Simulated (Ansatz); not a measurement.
## Pb3O4 (Pbam, No. 55, 14 atoms in the cell; start mp-636813; a measured phase of this formula has another space group)

Level of theory: r²SCAN-D4 (Ansatz, a quantum-chemistry and plane-wave program, PAW).

Numerical settings: plane-wave cutoff 500 eV, 6×4×12 k mesh (along the axes of the cell as run), gaussian smearing 0.02 eV, scalar-relativistic PAW data made under PBE.

Cell (relaxed at this level):

```cif
data_O8Pb6
_chemical_formula_sum 'Pb6 O8'
_space_group_name_H-M_alt 'P 1'
_space_group_IT_number 1
_cell_length_a 6.86922
_cell_length_b 9.89622
_cell_length_c 3.43929
_cell_angle_alpha 90.000
_cell_angle_beta 90.000
_cell_angle_gamma 90.000
loop_
_space_group_symop_operation_xyz
  'x, y, z'
loop_
_atom_site_label
_atom_site_type_symbol
_atom_site_fract_x
_atom_site_fract_y
_atom_site_fract_z
_atom_site_occupancy
Pb1 Pb 0.99810 0.81156 0.00000 1
Pb2 Pb 0.00190 0.18844 0.00000 1
Pb3 Pb 0.49810 0.68844 0.00000 1
Pb4 Pb 0.50190 0.31156 0.00000 1
Pb5 Pb 0.00000 0.50000 0.50000 1
Pb6 Pb 0.50000 0.00000 0.50000 1
O1 O 0.83999 0.59062 0.00000 1
O2 O 0.16001 0.40938 0.00000 1
O3 O 0.33999 0.90938 0.00000 1
O4 O 0.66001 0.09062 0.00000 1
O5 O 0.85255 0.30743 0.50000 1
O6 O 0.14745 0.69257 0.50000 1
O7 O 0.35255 0.19257 0.50000 1
O8 O 0.64745 0.80743 0.50000 1
```

For Pb3O4 (Pbam, No. 55, 14 atoms in the cell; start mp-636813; a measured phase of this formula has another space group), the band gap comes out as 1.32 eV (on the SCF k mesh).

Note: the relaxation could not lower the start's symmetry, so the cell can be a saddle point above a distorted one.

Spin–orbit coupling is not included; with these elements it can move the gap by several tenths of an eV or more.

Computed values are for the static lattice.

It cost around 40 core-minutes (rough) of CPU time.

A start named mp-… is a Materials Project structure, which need not be a measured phase.
